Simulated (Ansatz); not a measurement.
The parent structure is ZnS in the zinc blende structure (space group F-43m, No. 216; a = 5.389 Å). Axes: x, y, z lie along the cube axes.

Computed with DFT with r2SCAN, PAW potentials and a 500 eV plane-wave cutoff in Ansatz (an electronic-structure program), scalar-relativistic without spin-orbit coupling.

Perturbation: tensor shear ε_xy = +1.71 % (engineering shear γ = 0.0342); the atoms relax in the strained cell.

Task: Predict the stress tensor and what it implies for the stiffness.

Result: Stress of the strained cell less that of the base (GPa, compression positive):
```
   0.02   -1.72    0.00
  -1.72    0.02    0.00
   0.00    0.00   -0.01
```

Then −Δσ/γ with γ = 2ε = 0.0342 gives secant stiffness values (nonlinear terms included at this strain): C66 ≈ 50 GPa.

Stability against distortions was not tested.
